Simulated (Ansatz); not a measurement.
The (10-11) face of hcp Lu can be cut between different planes. Symmetric, stoichiometric slabs relaxed in the 1x1 cell (21.9 Å²): top plane Lu, 0.44 Å over the next in the ideal cut; top plane Lu, 2.21 Å over the next in the ideal cut.

The numbers are results of PBE (plane waves to 420 eV, PAW; Ansatz, an electronic-structure program), not measurements.

Q: Put the candidates in order of surface energy, lowest first, for PBE.

A: the cut with an outer spacing of 0.44 Å (1.11 J/m²), the cut with an outer spacing of 2.21 Å (1.35 J/m²)
